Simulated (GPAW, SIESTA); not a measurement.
A GPAW input for a self-consistent single point of SiOs (P2_13, 8 atoms in the cell) (DFT PBEsol, plane waves, GPAW PAW datasets PBEsol (made by gpaw-setup)):

```python
from ase import Atoms
from ase.units import GPa
from gpaw import GPAW

atoms = Atoms(['Si', 'Si', 'Si', 'Si', 'Os', 'Os', 'Os', 'Os'],
              cell=[[4.765990, 0.000000, 0.000000],
                    [0.000000, 4.765990, 0.000000],
                    [0.000000, 0.000000, 4.765990]],
              scaled_positions=[[0.164760, 0.335240, 0.664760],
                                [0.335240, 0.664760, 0.164760],
                                [0.664760, 0.164760, 0.335240],
                                [0.835240, 0.835240, 0.835240],
                                [0.877170, 0.622830, 0.377170],
                                [0.622830, 0.377170, 0.877170],
                                [0.377170, 0.877170, 0.622830],
                                [0.122830, 0.122830, 0.122830]],
              pbc=True)

calc = GPAW(mode={'name': 'pw', 'ecut': 600},
            xc='PBEsol',
            kpts={'size': (6, 6, 6), 'gamma': True},
            occupations={'name': 'fixed-uniform'},
            nbands=-8,
            convergence={'density': 1e-05, 'energy': 1e-05, 'bands': -6},
            symmetry={'symmorphic': False, 'tolerance': 0.0005},
            maxiter=150)

atoms.calc = calc

energy = atoms.get_potential_energy()
print('Energy (eV):', round(energy, 6))
forces = atoms.get_forces()
print('Forces (eV/Ang):')
print(forces.round(5))
stress = atoms.get_stress()
print('Stress (GPa, Voigt):', (stress / GPa).round(4))
```

Question: Give the SIESTA input for the same structure, mesh, smearing and functional.

Answer: One input that does it (others would too):

```
# files in the folder: Si.psml Os.psml (PseudoDojo PBEsol standard)
SystemName  SiOs
SystemLabel siesta

NumberOfAtoms                8
NumberOfSpecies              2
%block ChemicalSpeciesLabel
  1 14 Si
  2 76 Os
%endblock ChemicalSpeciesLabel
LatticeConstant              1.0 Ang
%block LatticeVectors
     4.765990000    0.000000000    0.000000000
     0.000000000    4.765990000    0.000000000
     0.000000000    0.000000000    4.765990000
%endblock LatticeVectors
AtomicCoordinatesFormat      Ang
%block AtomicCoordinatesAndAtomicSpecies
     0.785244512    1.597750488    3.168239512  1
     1.597750488    3.168239512    0.785244512  1
     3.168239512    0.785244512    1.597750488  1
     3.980745488    3.980745488    3.980745488  1
     4.180583448    2.968401552    1.797588448  2
     2.968401552    1.797588448    4.180583448  2
     1.797588448    4.180583448    2.968401552  2
     0.585406552    0.585406552    0.585406552  2
%endblock AtomicCoordinatesAndAtomicSpecies

XC.functional                GGA
XC.authors                   PBEsol
PAO.BasisSize                TZP
PAO.EnergyShift              0.01 Ry
MeshCutoff                   350 Ry
%block kgrid.MonkhorstPack
    6   0   0  0.0
    0   6   0  0.0
    0   0   6  0.0
%endblock kgrid.MonkhorstPack
OccupationFunction           FD
ElectronicTemperature        10 K

MaxSCFIterations             150
SCF.Mixer.Method             Pulay
SCF.Mixer.Weight             0.25
SCF.Mixer.History            6
SCF.DM.Tolerance             1.0E-05
Diag.ParallelOverK           true
WriteForces                  true
Charge.Mulliken              end
```

Basis settings and potentials, where a program has them, do not carry over. This input uses DFT, GGA PBEsol, numerical atomic orbitals TZP, PseudoDojo PBEsol standard norm-conserving potentials (rewritten from UPF to PSML).

The starting cell comes from a database of computed structures (which also holds hypothetical and non-ambient phases and stackings), without a prior relaxation at this level.
